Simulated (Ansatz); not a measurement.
The starting structures come from a database of crystals and need not be the phases stable at ambient conditions.

Tunnelling through a barrier is set by its complex band structure: the current falls as exp(−2κd) with the smallest κ.

Consider the following.

```
CELL_PARAMETERS angstrom
      6.73929     0.00000     0.00000
      2.86505     6.09996     0.00000
      1.00919    -3.63933     5.58165
ATOMIC_POSITIONS crystal
  K  0.25000 0.50000 0.25000
  K  0.75000 0.50000 0.75000
  Os 0.00000 0.00000 0.00000
  Cl 0.23649 0.52702 0.76351
  Cl 0.76351 0.47298 0.23649
  Cl 0.23649 0.00000 0.23649
  Cl 0.76351 0.00000 0.76351
  O  0.19985 0.00000 0.80015
  O  0.80015 0.00000 0.19985
```

Space group of this cell: I4/mmm. The cell is taken as given; by PBEsol its mean pressure is -2.3 GPa.

Transport runs along the normal of the first two printed cell vectors, the (101) plane of the conventional cell.

No gap correction and no spin-orbit coupling; mid-gap values are interpolated between computed energies.

Q: Estimate the band gap and the smallest decay constant κ at mid-gap that PBEsol run with Ansatz (a program for electronic structure) returns for this system.

A: Gap 1.66 eV on a 6×6×6 mesh; κ = 0.417 1/Å, at (0.500, 0.000) of the in-plane reciprocal vectors. At the zone centre, at the nearest computed energy, the slowest state has κ = 0.43 1/Å.
